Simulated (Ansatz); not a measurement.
## A computed series for InAs: pressure series

Take InAs in the zinc blende structure (space group F-43m, No. 216) as the base.

```cif
data_As4In4
_chemical_formula_sum 'As4 In4'
_space_group_name_H-M_alt 'F-43m'
_space_group_IT_number 216
_space_group_name_Hall 'F -4 2 3'
_cell_length_a 6.18632
_cell_length_b 6.18632
_cell_length_c 6.18632
_cell_angle_alpha 90.000
_cell_angle_beta 90.000
_cell_angle_gamma 90.000
loop_
_atom_site_label
_atom_site_type_symbol
_atom_site_symmetry_multiplicity
_atom_site_Wyckoff_symbol
_atom_site_fract_x
_atom_site_fract_y
_atom_site_fract_z
_atom_site_occupancy
As1 As 4 c 0.25000 0.25000 0.25000 1
In1 In 4 a 0.00000 0.00000 0.00000 1
```
(The calculation used a cell of 2 atoms; values per cell refer to that cell.)

Cell and atoms are relaxed at each pressure.

All numbers come from PBE (Ansatz, an electronic-structure program, PAW, no spin-orbit coupling).

Notes on the quantities. enthalpy: H = E + PV relative to the base's energy.

```csv
variant,volume per atom,enthalpy
base,29.59 Å³,–
pressure −2 GPa,[?],-0.38 eV/atom
pressure −1 GPa,30.26 Å³,-0.19 eV/atom
pressure 1.8 GPa,28.61 Å³,+0.33 eV/atom
pressure 4.2 GPa,27.52 Å³,+0.75 eV/atom
pressure 9 GPa,25.86 Å³,+1.55 eV/atom
pressure 18 GPa,23.74 Å³,+2.93 eV/atom
pressure 30 GPa,21.86 Å³,+4.64 eV/atom
pressure 45 GPa,20.23 Å³,+6.60 eV/atom
pressure 60 GPa,19.03 Å³,+8.44 eV/atom
```

Q: Fill in the withheld entries from the trend.

A: 
- pressure −2 GPa, volume per atom: 31.01 Å³

A case with no gap was solved on a k-mesh chosen for an insulator, which is coarse for it. Load acts through the strain it causes; cell and atoms are relaxed under it. Whether these cells are dynamically stable was not tested. The final runs are not spin-polarised. Measured, InAs leaves this structure (for rock salt) near 7 GPa (temperature not stated; as listed in Datta, Sujoy, Jana, Debnarayan, arXiv (2020)).
